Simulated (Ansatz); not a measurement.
Co (Fd-3m, No. 227, 6 atoms in the cell; start mp-1072089; another form than the element's usual one)

All values below come from LDA (Ansatz, a quantum-chemistry and plane-wave program, PAW).

Settings: plane-wave cutoff 520 eV, 16×16×16 k mesh, Fermi–Dirac smearing 0.05 eV, spin-polarised start, scalar-relativistic PAW data made under PBE.

Cell (relaxed at this level):

```cif
data_Co24
_chemical_formula_sum 'Co24'
_space_group_name_H-M_alt 'Fd-3m :1'
_space_group_IT_number 227
_space_group_name_Hall 'F 4d 2 3 -1d'
_cell_length_a 6.32878
_cell_length_b 6.32878
_cell_length_c 6.32878
_cell_angle_alpha 90.000
_cell_angle_beta 90.000
_cell_angle_gamma 90.000
loop_
_atom_site_label
_atom_site_type_symbol
_atom_site_symmetry_multiplicity
_atom_site_Wyckoff_symbol
_atom_site_fract_x
_atom_site_fract_y
_atom_site_fract_z
_atom_site_occupancy
Co1 Co 8 b 0.50000 0.50000 0.50000 1
Co2 Co 16 c 0.12500 0.12500 0.12500 1
```
(The calculation used a cell of 6 atoms; values per cell refer to that cell.)

For Co (Fd-3m, No. 227, 6 atoms in the cell; start mp-1072089; another form than the element's usual one), the band gap is none and the bulk modulus B0 is 223 GPa.

Note: the magnetic order was assumed, not searched for or taken from measurement; the relaxation could not lower the start's symmetry, so the cell can be a saddle point above a distorted one; the bulk modulus is −V dP/dV from two relaxed cells at ±2 % in volume.

The computed numbers hold no vibrational or temperature effects.

A start named mp-… is a Materials Project structure, which need not be a measured phase.
